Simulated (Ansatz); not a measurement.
A self-consistent single point of LaPd (Cm, 4 atoms in the cell) with Ansatz (an electronic-structure program).

Computed with LDA (PW92), default PAW files made with PBE (plane waves; Ansatz).

```yaml
crystal:
  lattice:
    - [1.98699, -5.50052, 0.00000]
    - [1.98699, 5.50052, 0.00000]
    - [0.00000, 0.00000, 4.64436]
  atoms:
    - { symbol: La, position: [0.86482, 0.13518, 0.76077] }
    - { symbol: La, position: [0.13518, 0.86482, 0.25000] }
    - { symbol: Pd, position: [0.58721, 0.41279, 0.75000] }
    - { symbol: Pd, position: [0.41279, 0.58721, 0.25000] }
```

Reference input (self-consistent single point, DFT, LDA (PW92), plane waves, default PAW files made with PBE): basis.ecutwfc = 30.9 Ry; kpoints.mp_grid.grid = 7 7 5; hamiltonian.xc = lda; hamiltonian.pseudopotentials = {kind: paw} (the program's default PAW files); scf.occupations.method = gaussian; scf.occupations.width = 0.0073 Ry. This run's input differs from it in these lines:

Ansatz 0.2 input:
```diff
@@ -15,3 +15,3 @@
   mp_grid:
-    grid: [7, 7, 5]
+    grid: [12, 12, 8]
 hamiltonian:
@@ -22,3 +22,3 @@
   occupations:
-    method: gaussian
+    method: methfessel_paxton
     width: 0.0073 Ry
```

The program printed (abridged):

```
SCF iter   1: F=—  HF=-25844.466234 eV  |F-HF|=—  |Δ(HF+E_count)|=         —  Δρ=8.05e-3  dr2=6.66e-2  ethr=1.77e-3  ⟨swp⟩=7.9  Hψ=52088  notcnv=0
all-band conjugate gradients solve this SCF's bands
preconditioner: auto → Kerker (q_TF=auto, 2.485 Å⁻¹)
SCF iter   2: F=—  HF=-25844.457980 eV  |F-HF|=—  |Δ(HF+E_count)|=   8.25e-3  S|Δr|=    0.00e0  Δρ=3.43e-3  dr2=1.46e-2  ethr=1.15e-4  ⟨swp⟩=3.0  Hψ=25413  notcnv=0  defer=297
   [... lines left out ...]
SCF iter   6: F=—  HF=-25844.455432 eV  |F-HF|=—  |Δ(HF+E_count)|=   7.90e-7  S|Δr|=    0.00e0  Δρ=3.08e-5  dr2=1.25e-6  ethr=3.61e-8  ⟨swp⟩=2.1  Hψ=18392  notcnv=0  defer=297
SCF iter   7: F=—  HF=-25844.455432 eV  |F-HF|=—  |Δ(HF+E_count)|=   1.12e-7  S|Δr|=    0.00e0  Δρ=3.83e-5  dr2=1.94e-6  ethr=2.16e-9  ⟨swp⟩=2.0  Hψ=19743  notcnv=0  defer=297
SCF iter   8: F=-25844.455432 eV  HF=-25844.455432 eV  |F-HF|=1.63e-8  |Δ(HF+E_count)|=   2.84e-7  S|Δr|=    0.00e0  Δρ=4.49e-6  dr2=2.45e-8  ethr=1.72e-10  ⟨swp⟩=13.2  Hψ=64934  notcnv=0
SCF 1 converged in 8 iterations: F = -25844.455432 eV  dr2 = 2.45e-8
Stability not checked (fill_not_monotonic)
Free energy (F): -25844.455432 eV
Internal energy: -25844.455870 eV  (E = F + TS)
E sigma→0 (E₀):  -25844.455542 eV
Entropy (-TS):   0.000438 eV (0.109 meV/atom)
Fermi energy:    13.819358 eV
--- Forces (eV/Å), atoms counted from 1 ---
  atom   1  La     0.00000000    -0.11292346    -0.16340389
  atom   2  La     0.00000000     0.11432553     0.07893333
  atom   3  Pd     0.00000000     0.05081685     0.01828444
  atom   4  Pd     0.00000000    -0.05219284     0.06618518
--- Stress (GPa, compression-positive) ---
       -4.657159       0.000000       0.000000
        0.000000      -4.729862       0.061383
        0.000000       0.061383      -4.971013
  P = ⅓ Tr σ = -4.7860 GPa (-47.860 kbar)
  The stress holds the Pulay correction. Without it, at fixed plane waves, as pw.x and ABINIT print it: P = -4.7993 GPa
```

The run converged in 8 iterations. Against the reference run the free energy rises by 2.0 meV/atom, the pressure moves little (-4.83 to -4.79 GPa) and the largest force goes from 0.189 to 0.199 eV/Å.

The starting cell comes from a database of computed structures (which also holds hypothetical and non-ambient phases and stackings), without a prior relaxation at this level. Its lattice was rescaled by up to half a per cent. One atom was moved a little off its site on purpose. Spin polarisation is off. With a pressure of about -5 GPa the cell is away from its equilibrium volume at this level. Ansatz's pressure includes its estimate of the finite-basis (Pulay) stress.

Cost on one core of a shared machine: roughly 2 min.
